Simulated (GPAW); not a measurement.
A self-consistent single point of Cu₃Rh (P6_3/mmc, 8 atoms in the cell) with GPAW.

Method of the run: PBEsol, GPAW PAW datasets PBEsol (made by gpaw-setup) (plane waves; GPAW 25.7.0).

The change in words: lattice scaled by 0.98. Reference geometry:
```xyz
8
Lattice="5.2648 0.0000 0.0000 -2.6324 4.5595 0.0000 0.0000 0.0000 4.2546" Properties=species:S:1:pos:R:3 pbc="T T T"
Cu     1.2945     0.7474     3.1909
Cu     1.3379     3.8121     1.0636
Cu     0.0000     1.4948     1.0636
Cu     2.6324     3.0647     3.1909
Cu     3.9703     0.7474     3.1909
Cu    -1.3379     3.8121     1.0636
Rh     2.6324     1.5198     1.0636
Rh     0.0000     3.0396     3.1909
```

Reference input (self-consistent single point, DFT PBEsol, plane waves, GPAW PAW datasets PBEsol (made by gpaw-setup)): mode = pw; ecut = 800 eV; xc = PBEsol; kpts = 5 5 5; mesh shift (steps) = 0 0 0; occupations.name = methfessel-paxton; occupations.width = 0.05 eV; occupations.order = 0; nbands = -12; convergence.density = 1e-05 e/electron; symmetry.symmorphic = false; symmetry.tolerance = 0.0005. This run's input differs from it in these lines:

```diff
@@ -5,5 +5,5 @@
 atoms = Atoms(['Cu', 'Cu', 'Cu', 'Cu', 'Cu', 'Cu', 'Rh', 'Rh'],
-              cell=[[5.264809, 0.000000, 0.000000],
-                    [-2.632404, 4.559458, 0.000000],
-                    [0.000000, 0.000000, 4.254552]],
+              cell=[[5.159513, 0.000000, 0.000000],
+                    [-2.579756, 4.468269, 0.000000],
+                    [0.000000, 0.000000, 4.169461]],
               scaled_positions=[[0.327840, 0.163920, 0.750000],
```

Log, with long lists cut:

```
     iter     time        total  log10-change:
                         energy   eigst   dens
iter:   1 --:--:--   -50.114058
iter:   2 --:--:--   -46.012170   -1.34  -1.21
iter:   3 --:--:--   -42.484186   -0.78  -1.30
iter:   4 --:--:--   -41.602176   -1.73  -1.62
iter:   5 --:--:--   -41.569236   -2.54  -1.88
iter:   6 --:--:--   -41.431946   -2.73  -1.99
iter:   7 --:--:--   -41.418348   -2.70  -2.46
iter:   8 --:--:--   -41.409735c  -4.28  -2.62
iter:   9 --:--:--   -41.405392c  -4.60  -2.63
iter:  10 --:--:--   -41.398718c  -3.34  -2.69
iter:  11 --:--:--   -41.398481c  -4.67  -3.17
iter:  12 --:--:--   -41.398447c  -5.47  -3.18
   [... 3 lines left out ...]
iter:  16 --:--:--   -41.398011c  -6.29  -3.94
iter:  17 --:--:--   -41.398000c  -6.30  -4.01
iter:  18 --:--:--   -41.398000c  -6.96  -4.44
iter:  19 --:--:--   -41.397998c  -7.33  -4.53
iter:  20 --:--:--   -41.397997c  -8.56c -4.66
iter:  21 --:--:--   -41.397997c  -9.04c -4.68
iter:  22 --:--:--   -41.397997c  -8.78c -4.70
iter:  23 --:--:--   -41.397999c  -8.25c -4.74
iter:  24 --:--:--   -41.397998c  -9.50c -4.85
iter:  25 --:--:--   -41.397997c  -8.23c -4.89
iter:  26 --:--:--   -41.397997c  -8.31c -5.10c
Converged after 26 iterations.

Dipole moment: (-0.000000, -0.000000, -0.000000) |e|*Ang

Energy contributions relative to reference atoms: (reference = -530046.205832)

Kinetic:        -83.223932
Potential:      +64.219417
External:        +0.000000
XC:             -22.698014
Entropy (-ST):   -0.007228
Local:           +0.308146
SIC:             +0.000000
--------------------------
Free energy:    -41.401611
Extrapolated:   -41.397997

Showing only first 2 kpts
 Kpt  Band  Eigenvalues  Occupancy
  0    46      8.62897    2.00000
  0    47      8.65264    2.00000
  0    48     10.20218    0.00000
  0    49     10.20219    0.00000

  1    46      8.62197    2.00000
  1    47      8.62197    2.00000
  1    48      9.89809    0.00000
  1    49      9.89809    0.00000

Fermi level: 8.84055

No gap
   [... lines left out ...]
  2 Cu    0.00000    0.07137    0.00000
  3 Cu   -0.00000   -0.07137   -0.00000
  4 Cu   -0.06180    0.03568    0.00000
  5 Cu    0.06180   -0.03568   -0.00000
  6 Rh    0.00000    0.00000   -0.00000
  7 Rh    0.00000   -0.00000   -0.00000

Stress tensor:
    -0.005630     0.000000     0.000000
     0.000000    -0.005630     0.000000
     0.000000     0.000000    -0.008592
Stress (GPa, Voigt): [-0.9021 -0.9021 -1.3766  0.      0.      0.    ]
```

The run converged in 26 iterations. GPAW prints stress with tension positive. Against the reference run the free energy goes down by 17.1 meV/atom, the pressure goes from -9.15 to 1.06 GPa and the largest force goes from 0.114 to 0.071 eV/Å.

The starting cell comes from a database of computed structures (which also holds hypothetical and non-ambient phases and stackings), without a prior relaxation at this level. Its lattice was rescaled by a random factor within 2.5 % of one. For this run, on top of that: lattice scaled by 0.98. Spin polarisation is off.

Cost on one core of a shared machine: roughly 2 min.
